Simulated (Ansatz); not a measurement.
Candidates (primitive cells; geometry: cell and atoms relaxed with r2SCAN):
A. GaP (F-43m), a = b = c = 3.8548 Å, α = β = γ = 60.00°
B. MgS (Fm-3m), a = 3.679 Å, b = 3.679 Å, c = 3.679 Å, α = 60.00°, β = 60.00°, γ = 60.00°
C. BeS (F-43m), a = b = c = 3.4426 Å, α = β = γ = 60.00°

**Question.** Order them by hole conductivity mass (lowest first) at the level Ansatz (a quantum-chemistry and plane-wave program) with r2SCAN with spin-orbit coupling, rigid bands.

**Answer.** A (0.48 mₑ), C (0.79 mₑ), B (1.22 mₑ)

Masses are for dilute carriers at 300 K, harmonic means over directions unless an axis is named.
